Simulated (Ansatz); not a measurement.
**What biaxial strain −2.00 %, plane normal [001], relaxed out of plane does to PbS**

Consider PbS in the rock salt structure (space group Fm-3m, No. 225; a = 5.8450 Å). Axes: x, y, z lie along the cube axes.

Perturbation: compressive biaxial strain of 2.00 % in the plane normal to [001], as in epitaxy on a mismatched substrate; the out-of-plane cell vector and the atoms relax.

The values are results of LDA/PAW in Ansatz (an electronic-structure program), scalar-relativistic without spin-orbit coupling, not measurements. Settings: 10×10×10 k-points, 0.05 eV Fermi–Dirac smearing.

| quantity | base | changed | shift |
|---|---|---|---|
| space group | Fm-3m (No. 225) | I4/mmm (No. 139) | – |
| shortest interatomic distance | 2.923 Å | 2.864 Å | -0.0585 Å |
| energy relative to the base (free energy F) | 0 meV/atom | +12 meV/atom | +12 meV/atom |
| pressure (mean of the normal stresses, compression positive) | 0.0 kbar | 26.4 kbar | +26.4 kbar |
| band gap (uncertain: the edges found look like a band crossing or inverted bands; the changed cell) | 0.06 eV | 0.11 eV | +0.05 eV |
| out-of-plane strain | – | +0.39 % | – |
| ratio −ε⊥/ε∥ | – | 0.19 | – |
| mean in-plane stress (compression positive) | – | +4.0 GPa | – |

Final structure (turned so that z lies along the plane normal):

```
PbS
1.0
    4.05039     0.00000     0.00000
    0.00000     4.05039     0.00000
    2.02519    -2.02519     2.93387
Pb S
1 1
Direct
  0.00000   0.00000   0.00000
  0.50000   0.50000   0.00000
```

Spin-orbit coupling, missing from the scalar runs, can matter with Pb. Stability against distortions was not tested. A zero or small gap of PbS can be the functional's error rather than a property of the material.
